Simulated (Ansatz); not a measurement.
Se_Si in silicon: one set of geometries, relaxed with PBE, evaluated in Ansatz (PAW, plane waves to 420 eV, 500 eV under r2SCAN) with PBE, r2SCAN.

Cell and caveats: 64-site cell; 2×2×2 shifted k-points; start: the Si site; charged states image-corrected; finite-size errors of tenths of an eV.

| quantity | PBE | r2SCAN |
|---|---|---|
| host gap (eV) | 0.61 | 0.79 |
| ε(+1/0) above the VBM (eV) | 0.38 | 0.57 |
| largest moment on one atom at charge +1 (μB) | 0.04 | 0.05 |
| neutral formation energy against trigonal Se, silicon (eV) | 1.20 | 1.38 |

PBE narrows the gap by 0.18 eV against r2SCAN, the highest level run, and puts the levels 0.19 eV lower above the valence-band maximum on average.

Ansatz is a quantum-chemistry and plane-wave program.
